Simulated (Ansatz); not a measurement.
```
CuI
1.0
    0.00000     3.01151     3.01151
    3.01151     0.00000     3.01151
    3.01151     3.01151     0.00000
I Cu
1 1
Direct
  0.75000   0.75000   0.75000
  0.00000   0.00000   0.00000
```

No spin polarisation.

0.0382 electrons added to each cell, a density of 7.0×10^20 cm⁻³, with a uniform compensating background at fixed cell and a 300 K Fermi–Dirac width.

The values are results of Ansatz (a quantum-chemistry and plane-wave program), r2SCAN, PAW, cutoff 500 eV, spin-orbit coupling left out, not measurements. Settings: 22×22×22 k-points, 0.0259 eV Fermi–Dirac smearing.

### Question
Estimate the gap between the host's bands.

### Answer
1.65 eV.

### Question
What gap character does the calculation give?

### Answer
Direct at Γ.

Carriers are added with a uniform compensating background; total energy and stress of such cells depend on the potential's zero and are not compared; many-body gap narrowing is missing at this level. With I present, leaving out spin-orbit coupling can change the band edges. Whether these cells are dynamically stable was not tested. The final runs are not spin-polarised. The cell was made from CuI in the zinc blende structure (space group F-43m, No. 216) by this change: electrons 7.0×10^20 cm⁻³.
